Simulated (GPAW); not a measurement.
GPAW run on Na (Im-3m, 1 atom in the cell): self-consistent single point.

Method of the run: PBE, GPAW PAW datasets PBE (gpaw-data 1.0.1) (plane waves; GPAW).

```xyz
1
Lattice="-2.1406 2.1406 2.1406 2.1406 -2.1406 2.1406 2.1406 2.1406 -2.1406" Properties=species:S:1:pos:R:3 pbc="T T T"
Na     0.0000     0.0000     0.0000
```

Reference input (self-consistent single point, DFT PBE, plane waves, GPAW PAW datasets PBE (gpaw-data 1.0.1)): mode = pw; ecut = 850 eV; xc = PBE; kpts = 6 6 6; mesh shift (steps) = 0 0 0; occupations.name = fermi-dirac; occupations.width = 0.1 eV; nbands = -9; symmetry.symmorphic = false; symmetry.tolerance = 0.0005; maxiter = 120. This run's input differs from it in these lines:

```diff
@@ -13,3 +13,3 @@
             xc='PBE',
-            kpts={'size': (6, 6, 6), 'gamma': True},
+            kpts=(11, 11, 11),
             occupations={'name': 'fermi-dirac', 'width': 0.1},
```

The program printed (abridged):

```
     iter     time        total  log10-change:
                         energy   eigst   dens
iter:   1 --:--:--    -1.327240
iter:   2 --:--:--    -1.327014   -2.79  -1.69
iter:   3 --:--:--    -1.326120c  -3.06  -1.71
iter:   4 --:--:--    -1.325420c  -5.22  -2.53
iter:   5 --:--:--    -1.322571   -4.32  -2.58
iter:   6 --:--:--    -1.322582c  -5.98  -3.77
iter:   7 --:--:--    -1.322562c  -6.19  -3.61
iter:   8 --:--:--    -1.322562c  -8.02c -4.56c
Converged after 8 iterations.

Dipole moment: (-0.000000, -0.000000, -0.000000) |e|*Ang

Energy contributions relative to reference atoms: (reference = -4418.610498)

Kinetic:         +1.044948
Potential:       -0.954343
External:        +0.000000
XC:              -1.374238
Entropy (-ST):   -0.014470
Local:           -0.031693
SIC:             +0.000000
--------------------------
Free energy:     -1.329797
Extrapolated:    -1.322562

Showing only first 2 kpts
 Kpt  Band  Eigenvalues  Occupancy
  0     1    -24.84928    2.00000
  0     2    -24.84928    2.00000
  0     3     -3.04105    2.00000
  0     4     11.49295    0.00000

  1     1    -24.85006    2.00000
  1     2    -24.84927    2.00000
  1     3     -2.90109    2.00000
  1     4      9.83399    0.00000

Fermi level: 0.14213

No gap
No difference between direct/indirect transitions
Energy (eV): -1.322562

Forces in eV/Ang:
  0 Na   -0.00000    0.00000    0.00000

Stress tensor:
     0.002445    -0.000000    -0.000000
    -0.000000     0.002445     0.000000
    -0.000000     0.000000     0.002445
Stress (GPa, Voigt): [ 0.3917  0.3917  0.3917  0.     -0.     -0.    ]
```

The run converged in 8 iterations. GPAW prints stress with tension positive. Against the reference run the free energy goes down by 20.1 meV/atom and the pressure moves little (-0.30 to -0.39 GPa).

The starting cell has typed, rounded lattice constants, without a prior relaxation at this level. Its lattice was rescaled by up to half a per cent.
